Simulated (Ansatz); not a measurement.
CsCl-type AuZn (cubic form, which distorts at low temperature), treated with PBEsol in Ansatz (PAW).

The run printed, among other lines:

```
WARN output.stress: scf.convergence.dr2_threshold = 1e-9 eV is looser than the 2e-10 eV advised for a printed stress (1e-10 eV for each atom of the cell: 2)
Crystal: 2 atoms, lattice volume = 30.627 Å³
Basis set: ecut = 520 eV, 799 PW (Γ), exchange–correlation on 48×48×48 points (8 copies of the dense FFT grid, shifted against one another)
Bands: 20, of which v1, the nominal top of the filled ones, is band 16 counted from 1 (15 counted from 0)
Symmetry: 48 space group operations
Space group: Pm-3m (ITA 221), of the structure as read, at distance tolerance 3.1e-5 Å
k-points: 220 of 5832
Functional: x = pbesol(κ = 0.804, μ = 0.12345679012345678), c = pbesol(β = 0.046)
SCF iter   1: F=—  HF=-16288.459397 eV  |F-HF|=—  |Δ(HF+E_count)|=         —  Δρ=4.67e-3  dr2=4.05e-3
SCF iter   2: F=—  HF=-16288.458979 eV  |F-HF|=—  |Δ(HF+E_count)|=   4.18e-4  Δρ=1.40e-3  dr2=4.53e-4
  ...
SCF iter   6: F=—  HF=-16288.458742 eV  |F-HF|=—  |Δ(HF+E_count)|=   7.60e-7  Δρ=1.83e-5  dr2=2.23e-8
SCF iter   7: F=-16288.458742 eV  HF=-16288.458742 eV  |F-HF|=1.42e-10  |Δ(HF+E_count)|=   1.80e-8  Δρ=2.37e-6  dr2=3.57e-10
SCF 1 converged in 7 iterations: F = -16288.458742 eV  dr2 = 3.57e-10
SCF converged after 7 iterations
Free energy (F): -16288.458742 eV
Internal energy: -16288.455317 eV  (E = F + TS)
E sigma→0 (E₀):  -16288.457029 eV
Fermi energy:    17.308718 eV
--- Forces (eV/Å), atoms counted from 1 ---
  atom   1  Zn     0.00000000    -0.00000000     0.00000000
  atom   2  Au    -0.00000000    -0.00000000    -0.00000000
--- Stress (GPa, compression-positive) ---
       -0.026659      -0.000000       0.000000
        0.000000      -0.026659       0.000000
        0.000000      -0.000000      -0.026659
  P = ⅓ Tr σ = -0.0267 GPa (-0.267 kbar)
```

Q: Write an input file that produces this run.

A: Several could match; the one computed here: 
Ansatz 0.2 input:
```yaml
crystal:
  lattice:
    - [3.1287167632, 0.0, 0.0]
    - [0.0, 3.1287167632, 0.0]
    - [0.0, 0.0, 3.1287167632]
  atoms:
    - { symbol: Zn, position: [0.5, 0.5, 0.5] }
    - { symbol: Au, position: [0.0, 0.0, 0.0] }
basis:
  ecutwfc: 520
  ecutrho_ratio: 4
  xc_grid: 2
kpoints:
  mp_grid: { grid: [18, 18, 18] }
hamiltonian:
  xc: pbesol
  dispersion: none
  pseudopotentials: { kind: paw }
scf:
  occupations: { method: fermi_dirac, width: 0.05 }
  convergence: { dr2_threshold: 0.000000001 }
output:
  forces: true
  stress: true
  eigenvalues: true
```

The PAW data were made under PBE.

Note: symmetry holds this phase in the static calculation, where it need not be a minimum.

Ansatz is a program for electronic structure.
